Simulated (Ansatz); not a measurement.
# Rb: Rb → Cs

The parent structure is Rb in the bcc (W type) structure (space group Im-3m, No. 229; a = 5.748 Å).

Modification: every Rb is replaced by Cs, then cell and atoms are relaxed.

All numbers come from r2SCAN (Ansatz, a program for electronic structure), no spin-orbit coupling. Γ-centred 11×11×11 mesh, Fermi–Dirac width 0.05 eV, for the changed cell.

```json
[
 {"quantity": "volume per atom", "base": "94.98 Å³", "changed": "123.68 Å³", "shift": "+28.70 Å³"},
 {"quantity": "lattice parameter a", "base": "5.748 Å", "changed": "6.277 Å", "shift": "+0.529 Å"},
 {"quantity": "band gap", "base": "zero", "changed": "zero", "shift": "–"}
]
```

Final structure:

```
Cs
1.0
   -3.13869     3.13869     3.13869
    3.13869    -3.13869     3.13869
    3.13869     3.13869    -3.13869
Cs
1
Direct
  0.00000   0.00000   0.00000
```

No phonon test of stability was made. The final runs are not spin-polarised.
